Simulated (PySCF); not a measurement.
PySCF 2.14.0, PBE0/def2-svpd, df: Cr(NH)2(NH2)(SH) ([NH]=[Cr](=[NH])([NH2])[SH]), 10 atoms. The geometry is a generated start, not checked to be a minimum at this level.

```json
{
 "task": "energy",
 "method": "pbe0",
 "basis": "def2-svpd",
 "two_electron_scheme": "density fitting",
 "mol.max_memory": "3000 MB",
 "mf.max_cycle": "100",
 "mf.conv_tol": "1e-09 (default)",
 "mf.grids.level": "3 (default)",
 "basis_functions": "161",
 "grid_points": "130536"
}
```

```xyz
10

Cr     0.0201    -0.0993    -0.0914
N     -1.3426    -0.9937     0.0329
H     -2.1198    -1.6362    -0.0872
N      1.1536    -0.5430    -1.1842
H      1.7056    -0.9771    -1.9145
N     -0.2914     1.6837    -0.2632
H     -1.1123     2.1988     0.0556
H      0.2981     2.3276    -0.7908
S      1.0361    -0.3643     1.9656
H      0.6526    -1.5964     2.2773
```

Charge 0 and multiplicity 1 are set for this test and not shown to be the ground state.

With the defaults (mf.DIIS = CDIIS, mf.diis_space = 8, mf.diis = true, mf.damp = 0, mf.diis_start_cycle = 1, mf.init_guess = minao) it converges in 20 Fock builds. One run each on 2 threads, 1 BLAS thread, with these changes:
- mf.init_guess = mod_huckel
- mf.diis_space = 20
- mf.diis = false, mf.damp = 0.7, mf.diis_start_cycle = 999
- mf.DIIS = EDIIS
- mf.damp = 0.3, mf.diis_start_cycle = 4
- mf.diis_space = 3
- mf.init_guess = atom
- mf.init_guess = huckel
- mf.diis = false

**Question.** Which runs fail or end elsewhere than the default run?

**Answer.** No convergence: mf.DIIS = EDIIS; mf.diis_space = 3; mf.diis = false; mf.diis = false, mf.damp = 0.7, mf.diis_start_cycle = 999 (the run ends without SCF convergence in 100 cycles). The rest reach the solution of the defaults.

| setting | Fock builds | end |
|---|---|---|
| mf.init_guess = atom | 17 | same solution |
| mf.diis_space = 20 | 19 | same solution |
| the defaults | 20 | same solution |
| mf.init_guess = huckel | 29 | same solution |
| mf.damp = 0.3, mf.diis_start_cycle = 4 | 30 | same solution |
| mf.init_guess = mod_huckel | 58 | same solution |
| mf.DIIS = EDIIS | 101 | no convergence |
| mf.diis_space = 3 | 101 | no convergence |
| mf.diis = false | 101 | no convergence |
| mf.diis = false, mf.damp = 0.7, mf.diis_start_cycle = 999 | 101 | no convergence |
